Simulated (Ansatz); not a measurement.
**bcc Mo (1 1 1) on zinc-blende GaSb (1 1 1) (film strained to the substrate, faces as cut)**

A periodic stack without vacuum, bcc Mo (1 1 1) on zinc-blende GaSb (1 1 1) (film strained to the substrate, faces as cut): substrate slab Ga4Sb4, film Mo10, surface cells [[0, -1], [1, -1]] and [[1, -1], [1, 0]], film strained by -1.7 and -1.7 %, faces Ga/Sb and Mo/Mo as cut (like faces can put a slab off its formula).

The start was prepared with a machine-learned potential, and the result is one local minimum, with the in-plane cell held and forces under 0.04 eV/Å; the film can end far from its bulk form.

Calculation: PBE (plane waves to 420 eV, PAW; Ansatz, an electronic-structure program). Spin–orbit coupling is left out; the runs are not spin-polarised. Its k-point mesh 8×8×1, Fermi–Dirac width 0.05 eV.

- interface area: 16.7 Å²
- period: 23.23 Å
- gaps between the outermost planes at the two interfaces: 1.21 and 1.01 Å
- Ga–Mo contacts across the interfaces within 1.22 times the sum of covalent radii: 8, mean 2.88 Å
- Mo–Sb contacts across the interfaces within 1.22 times the sum of covalent radii: 8, mean 2.99 Å

```
CELL_PARAMETERS angstrom
      4.39276     0.00013     0.04944
      2.19649     3.80443     0.00000
      1.92624    -1.11212    23.25762
ATOMIC_POSITIONS crystal
  Ga 0.90338 0.04831 0.00359
  Ga 0.12270 0.43865 0.18891
  Ga 0.34747 0.82626 0.34295
  Ga 0.57052 0.21474 0.49508
  Sb 0.19006 0.40497 0.07420
  Sb 0.43140 0.78430 0.22650
  Sb 0.65506 0.17247 0.38181
  Sb 0.86689 0.56656 0.55527
  Mo 0.14186 0.92907 0.64358
  Mo 0.49952 0.25024 0.60755
  Mo 0.42252 0.28874 0.72388
  Mo 0.78157 0.60921 0.68543
  Mo 0.70322 0.64839 0.80371
  Mo 0.06298 0.96851 0.76396
  Mo 0.98433 0.00783 0.88289
  Mo 0.34362 0.32819 0.84386
  Mo 0.26661 0.36669 0.95997
  Mo 0.62346 0.68827 0.92445
```
